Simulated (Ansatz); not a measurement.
Start from Sn in the diamond structure (space group Fd-3m, No. 227; a = 6.474 Å; relaxed with 0.1 eV smearing). Axes: x, y, z lie along the cube axes.

Calculations: LDA (Ansatz, a first-principles code; PAW; 420 eV plane waves; no spin-orbit coupling).

Strains are applied to the cell and any free atomic positions relax.

One change was made to it. Results:

```json
[
 {"quantity": "energy relative to the base (free energy F)", "base": "0 meV/atom", "after": "+0.9 meV/atom"},
 {"quantity": "shortest interatomic distance", "base": "2.804 Å", "after": "2.799 Å"}
]
```

Which of these changes matches the shifts?
A. tensor shear ε_xy = +1.71 %
B. tensor shear ε_xy = +2.00 %
C. tensor shear ε_xy = +0.86 %

C, tensor shear ε_xy = +0.86 %. For comparison, the energy relative to the base in the other runs: tensor shear ε_xy = +1.71 % gives +3.6 meV/atom; tensor shear ε_xy = +2.00 % gives +4.9 meV/atom.

Whether these cells are dynamically stable was not tested.
